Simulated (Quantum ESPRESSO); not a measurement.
Worked example: self-consistent single point of BiSbPd2 (P1, 4 atoms in the cell) in Quantum ESPRESSO.

Level of theory: PBEsol, PseudoDojo standard norm-conserving (PBESOL) pseudopotentials (plane waves; Quantum ESPRESSO).

The change in words: atoms moved at random. Reference geometry:
```
CELL_PARAMETERS angstrom
      4.13436     0.00000     0.00000
     -2.06718     3.58046     0.00000
      0.00000     0.00000     5.61679
ATOMIC_POSITIONS crystal
  Sb 0.66667 0.33333 0.00000
  Bi 0.00000 0.00000 0.50000
  Pd 0.33333 0.66667 0.75651
  Pd 0.33333 0.66667 0.24349
```

Reference input (self-consistent single point, DFT, PBEsol, plane waves, PseudoDojo standard norm-conserving (PBESOL) pseudopotentials): ecutwfc = 85 Ry; occupations = smearing; smearing = fermi-dirac; degauss = 0.0073499 Ry; potentials = {Sb: Sb.upf, Bi: Bi.upf, Pd: Pd.upf}; K_POINTS = automatic 6 6 4 0 0 0; conv_thr = 1e-10 Ry; mixing_beta = 0.4. This run's input differs from it in these lines:

```diff
@@ -9,5 +9,3 @@
 &SYSTEM
- ibrav = 4,
- celldm(1) = 7.81281131,
- celldm(3) = 1.3585627984,
+ ibrav = 0,
  nat = 4,
@@ -28,8 +26,12 @@
 ATOMIC_POSITIONS {crystal}
-Sb    0.66666667    0.33333333    0.00000000
-Bi    0.00000000    0.00000000    0.50000000
-Pd    0.33333333    0.66666667    0.75651000
-Pd    0.33333333    0.66666667    0.24349000
+Sb    0.64843200    0.31925100   -0.00661200
+Bi   -0.00215200   -0.01211100    0.50697600
+Pd    0.33389000    0.68265700    0.75517400
+Pd    0.35316300    0.67687000    0.24446200
 K_POINTS {automatic}
 6 6 4  0 0 0
+CELL_PARAMETERS {angstrom}
+   4.13436200     0.00000000     0.00000000
+  -2.06718100     3.58046200     0.00000000
+   0.00000000     0.00000000     5.61679000
```

Output, abridged:

```
     Self-consistent Calculation

     iteration #  1     ecut=    85.00 Ry     beta= 0.40

     total energy              =    -883.86025991 Ry
     estimated scf accuracy    <       1.48394370 Ry

     iteration #  2     ecut=    85.00 Ry     beta= 0.40

     total energy              =    -884.32708658 Ry
     estimated scf accuracy    <       0.92143315 Ry

     iteration #  3     ecut=    85.00 Ry     beta= 0.40

     total energy              =    -884.43044202 Ry
     estimated scf accuracy    <       0.02209712 Ry

   [... 8 blocks of this kind left out ...]

     iteration # 12     ecut=    85.00 Ry     beta= 0.40

     total energy              =    -884.43976081 Ry
     estimated scf accuracy    <          2.9E-10 Ry

     iteration # 13     ecut=    85.00 Ry     beta= 0.40
     End of self-consistent calculation

     the Fermi energy is    15.5533 ev

!    total energy              =    -884.43976081 Ry
     estimated scf accuracy    <          2.1E-11 Ry
     smearing contrib. (-TS)   =      -0.00531244 Ry
     internal energy E=F+TS    =    -884.43444837 Ry

     convergence has been achieved in  13 iterations

     Forces acting on atoms (cartesian axes, Ry/au):

     atom    1 type  1   force =     0.01093110    0.02334344    0.01112078
     atom    2 type  2   force =    -0.00338776    0.02153037   -0.01510403
     atom    3 type  3   force =     0.00247202   -0.02708516    0.00521667
     atom    4 type  3   force =    -0.01001535   -0.01778865   -0.00123343

     Total force =     0.051734     Total SCF correction =     0.000006

          total   stress  (Ry/bohr**3)                   (kbar)     P=       27.39
   0.00020186  -0.00004955   0.00004550           29.69       -7.29        6.69
  -0.00004955   0.00017755   0.00000979           -7.29       26.12        1.44
   0.00004550   0.00000979   0.00017907            6.69        1.44       26.34

   JOB DONE.
```

The run converged in 13 iterations. Against the reference run the free energy rises by 21.1 meV/atom, the pressure goes from 2.08 to 2.74 GPa and the largest force goes from 0.015 to 0.722 eV/Å.

The starting cell comes from a database of computed structures (which also holds hypothetical and non-ambient phases and stackings), without a prior relaxation at this level. Its lattice was rescaled by a random factor within 2.5 % of one. For this run, on top of that: atoms moved at random. Spin polarisation is off.

Cost on one core of a shared machine: roughly 4 min.
